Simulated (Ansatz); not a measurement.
Density of states of AlP (F-43m) above the conduction band minimum, Ansatz (a quantum-chemistry and plane-wave program) with HSE06, rigid bands; cell volume 40.9 Å³.

```json
[
 {"energy from edge (eV)": "0.006", "10⁻³ states/eV/cell": "14.3"},
 {"energy from edge (eV)": "0.031", "10⁻³ states/eV/cell": "31.7"},
 {"energy from edge (eV)": "0.056", "10⁻³ states/eV/cell": "43.6"},
 {"energy from edge (eV)": "0.081", "10⁻³ states/eV/cell": "53.2"},
 {"energy from edge (eV)": "0.106", "10⁻³ states/eV/cell": "62.1"},
 {"energy from edge (eV)": "0.131", "10⁻³ states/eV/cell": "70.3"},
 {"energy from edge (eV)": "0.156", "10⁻³ states/eV/cell": "78.2"},
 {"energy from edge (eV)": "0.181", "10⁻³ states/eV/cell": "87.2"},
 {"energy from edge (eV)": "0.206", "10⁻³ states/eV/cell": "94.5"},
 {"energy from edge (eV)": "0.231", "10⁻³ states/eV/cell": "103"},
 {"energy from edge (eV)": "0.256", "10⁻³ states/eV/cell": "112"},
 {"energy from edge (eV)": "0.281", "10⁻³ states/eV/cell": "119"},
 {"energy from edge (eV)": "0.319", "10⁻³ states/eV/cell": "132"},
 {"energy from edge (eV)": "0.344", "10⁻³ states/eV/cell": "141"},
 {"energy from edge (eV)": "0.369", "10⁻³ states/eV/cell": "150"},
 {"energy from edge (eV)": "0.394", "10⁻³ states/eV/cell": "158"},
 {"energy from edge (eV)": "0.419", "10⁻³ states/eV/cell": "167"},
 {"energy from edge (eV)": "0.444", "10⁻³ states/eV/cell": "176"},
 {"energy from edge (eV)": "0.469", "10⁻³ states/eV/cell": "187"},
 {"energy from edge (eV)": "0.494", "10⁻³ states/eV/cell": "196"},
 {"energy from edge (eV)": "0.519", "10⁻³ states/eV/cell": "204"},
 {"energy from edge (eV)": "0.544", "10⁻³ states/eV/cell": "216"},
 {"energy from edge (eV)": "0.569", "10⁻³ states/eV/cell": "225"},
 {"energy from edge (eV)": "0.594", "10⁻³ states/eV/cell": "235"}
]
```

What effective density of states at 300 K does this give (∫ g(E) exp(−E/k_BT) dE, both spins, divided by the cell's size)?

1.7e19 cm⁻³, a density-of-states mass of 0.76 mₑ, valleys and band degeneracy included.

Spin-orbit coupling is left out. Geometry: cell and atoms relaxed with PBEsol.
